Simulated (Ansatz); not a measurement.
Pressure series in MgF2

Consider MgF2 in the rutile structure (space group P4_2/mnm, No. 136; a = 4.639 Å, c = 3.062 Å).

Cell and atoms are relaxed at each pressure.

Levels (all Ansatz, a quantum-chemistry and plane-wave program, PAW): PBEsol (420 eV, no spin-orbit coupling); HSE06 (420 eV, no spin-orbit coupling).

Band gaps by level, all at the geometries relaxed with PBEsol:

```
case               PBEsol    HSE06
----------------  -------  -------
base              6.89 eV  9.38 eV
pressure −1 GPa   6.82 eV  9.30 eV
pressure 0.3 GPa  6.91 eV      [?]
pressure 0.7 GPa  6.94 eV  9.43 eV
pressure 1.5 GPa  6.99 eV      [?]
pressure 3 GPa    7.08 eV      [?]
pressure 5 GPa    7.20 eV  9.71 eV
pressure 7.5 GPa  7.34 eV      [?]
```

Problem. What belongs in the blanks?

Solution. 
- pressure 0.3 GPa, HSE06: 9.40 eV
- pressure 1.5 GPa, HSE06: 9.48 eV
- pressure 3 GPa, HSE06: 9.58 eV
- pressure 7.5 GPa, HSE06: 9.86 eV

Single points use the geometry relaxed with PBEsol. Load acts through the strain it causes; cell and atoms are relaxed under it. No phonon test of stability was made. No other phases were tried under pressure. The base started in Pnnm and relaxed to P4_2/mnm at this level.
